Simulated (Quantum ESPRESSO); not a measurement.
Quantum ESPRESSO run on AsS2 (P2_1, 24 atoms in the cell): self-consistent single point.

Computed with LDA (PZ), GBRV 1.5 ultrasoft (LDA) pseudopotentials (plane waves; Quantum ESPRESSO).

```
AsS2
1.0
    7.33761     0.00000     0.00000
    0.00000    10.25966     0.00000
   -2.29959     0.00000     7.75821
As S
8 16
Direct
  0.59161   0.46918   0.03076
  0.40839   0.96918   0.96924
  0.73916   0.46213   0.56268
  0.26084   0.96213   0.43732
  0.88693   0.67883   0.34261
  0.11307   0.17883   0.65739
  0.95852   0.16951   0.12419
  0.04148   0.66951   0.87581
  0.63580   0.96410   0.82109
  0.36420   0.46410   0.17891
  0.73079   0.17329   0.27446
  0.26921   0.67329   0.72554
  0.76453   0.14201   0.84662
  0.23547   0.64201   0.15338
  0.60105   0.99570   0.24889
  0.39895   0.49570   0.75111
  0.94274   0.46304   0.38968
  0.05726   0.96304   0.61032
  0.68259   0.67813   0.06866
  0.31741   0.17813   0.93134
  0.94929   0.46138   0.83567
  0.05071   0.96138   0.16433
  0.68868   0.67780   0.51909
  0.31132   0.17780   0.48091
```

Reference input (self-consistent single point, DFT, LDA (PZ), plane waves, GBRV 1.5 ultrasoft (LDA) pseudopotentials): ecutwfc = 40 Ry; ecutrho = 200 Ry; occupations = smearing; smearing = fermi-dirac; degauss = 0.00147 Ry; potentials = {As: as_lda_v1.uspp.F.UPF, S: s_lda_v1.4.uspp.F.UPF}; K_POINTS = automatic 2 2 2 0 0 0; conv_thr = 1e-09 Ry. This run's input differs from it in these lines:

```diff
@@ -16,4 +16,4 @@
     ntyp = 2
-    ecutwfc = 40
-    ecutrho = 200
+    ecutwfc = 16
+    ecutrho = 80
     occupations = 'smearing'
```

The program printed (abridged):

```
     Self-consistent Calculation

     iteration #  1     ecut=    16.00 Ry     beta= 0.70

     Threshold (ethr) on eigenvalues was too large:
     Diagonalizing with lowered threshold

     total energy              =    -703.33013742 Ry
     estimated scf accuracy    <       0.71579177 Ry

     iteration #  2     ecut=    16.00 Ry     beta= 0.70

     total energy              =    -703.43040026 Ry
     estimated scf accuracy    <       0.72051258 Ry

     iteration #  3     ecut=    16.00 Ry     beta= 0.70

     total energy              =    -703.58116879 Ry
     estimated scf accuracy    <       0.02265095 Ry

   [... 8 blocks of this kind left out ...]

     iteration # 12     ecut=    16.00 Ry     beta= 0.70

     total energy              =    -703.58836989 Ry
     estimated scf accuracy    <          3.1E-09 Ry

     iteration # 13     ecut=    16.00 Ry     beta= 0.70
     End of self-consistent calculation

     the Fermi energy is     4.5217 ev

!    total energy              =    -703.58836989 Ry
     estimated scf accuracy    <          2.6E-10 Ry
     smearing contrib. (-TS)   =      -0.00000000 Ry
     internal energy E=F+TS    =    -703.58836989 Ry

     convergence has been achieved in  13 iterations

     Forces acting on atoms (cartesian axes, Ry/au):

     atom    1 type  1   force =     0.00679154   -0.00736248    0.00297591
     atom    2 type  1   force =    -0.00679154   -0.00736248   -0.00297591
     atom    3 type  1   force =    -0.00764083   -0.00427723   -0.00018196
     atom    4 type  1   force =     0.00764083   -0.00427723    0.00018196
     atom    5 type  1   force =     0.00755798    0.00647030   -0.00017827
   [... lines left out ...]

     Total force =     0.050176     Total SCF correction =     0.000030

          total   stress  (Ry/bohr**3)                   (kbar)     P=      -50.67
  -0.00036517   0.00000000  -0.00001213          -53.72        0.00       -1.79
   0.00000000  -0.00030657   0.00000000            0.00      -45.10        0.00
  -0.00001213   0.00000000  -0.00036156           -1.79        0.00      -53.19

   JOB DONE.
```

The run converged in 13 iterations. Against the reference run the free energy rises by 205 meV/atom, the pressure goes from -1.79 to -5.07 GPa, the largest force goes from 0.259 to 0.358 eV/Å and the gap on the mesh goes from 1.170 to 1.205 eV.

The starting cell comes from a database of computed structures (which also holds hypothetical and non-ambient phases and stackings), without a prior relaxation at this level. At the lowered cutoff the pressure carries the error of an incomplete plane-wave basis.

Cost on one core of a shared machine: roughly 2 min.
